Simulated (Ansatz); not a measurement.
Base system: Sc in the hcp (Mg type) structure (space group P6_3/mmc, No. 194; a = 3.329 Å, c = 5.192 Å). Axes: x lies along a and z along c of the hexagonal cell.

The values are results of plane-wave PAW DFT at the r2SCAN level (Ansatz, a program for electronic structure, 500 eV), no spin-orbit coupling, not measurements.

Base values:

```
Quantity                         Value
-----------------------------  -------
Shortest interatomic distance  3.230 Å
```

One thing is altered: a free-standing slab of 3 layers (3 atoms, 1 a layer) is cut normal to the z axis, with 15 Å of vacuum and the in-plane cell held at bulk.

Task: Estimate the effect on the excess energy per area of both faces, shortest interatomic distance and change of the spacing d12 from its bulk value of 2.596 Å.

Result: The excess energy per area of both faces (slab less bulk energy over the cell's area: twice a surface energy) amounts to 2.74 J/m² (uncertain by up to 0.05 J/m²); the shortest interatomic distance shrinks by 0.060 Å (3.230 Å → 3.170 Å); the change of the spacing d12 from its bulk value of 2.596 Å is -2.9 %.

Slab and bulk use different k-meshes, which limits the precision of the excess energy. Whether these cells are dynamically stable was not tested. All final runs are without spin polarisation.
